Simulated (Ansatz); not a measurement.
Spacing of the highest filled and lowest empty level at the zone centre in eight small model glasses of hand-chosen composition and density, fast-quenched (anions pushed apart in CHGNet runs), each at its PBE geometry, by PBE and by r2SCAN (Ansatz, a quantum-chemistry and plane-wave program, plane waves, PAW). The cells are the first eight to finish that balance their formal charges, show no moments and no lower geometry on charging where those were tested, and have a gap at both levels; defect levels can set the spacings.

```
cell            quench by  pressure (GPa)             levels at the gap  PBE (eV)  experiment, tabulated (eV)
--------------  ---------  --------------  ----------------------------  --------  --------------------------
In9Ga9Zn9O38Zr     CHGNet             1.5  localised at the filled edge      1.06                           -
In24O37Zn          CHGNet             1.4  localised at the filled edge      0.29                           -
Zr20O41Na2         CHGNet            -1.5                        spread      3.44                           -
Si24O49K2          CHGNet            -1.9  localised at the filled edge      2.22                           -
Zr20O43Ga2         CHGNet             0.0  localised at the filled edge      3.26                           -
Si30N45Ta3         CHGNet             3.4  localised at the filled edge      1.88                           -
Si30N41B           CHGNet            -3.2  localised at the filled edge      2.32                           -
Al28O43Ca          CHGNet             4.6  localised at the filled edge      3.76                           -
```

What does r2SCAN give, and how does it move these values against PBE?

In9Ga9Zn9O38Zr 1.52, In24O37Zn 0.61, Zr20O41Na2 3.89, Si24O49K2 2.78, Zr20O43Ga2 3.69, Si30N45Ta3 2.17, Si30N41B 2.77, Al28O43Ca 4.39 eV. It raises them by +0.29 to +0.63 eV, +0.45 eV on average. A straight line through the eight gives r2SCAN = 1.06 × PBE +0.32 eV, with a scatter of 0.09 eV.
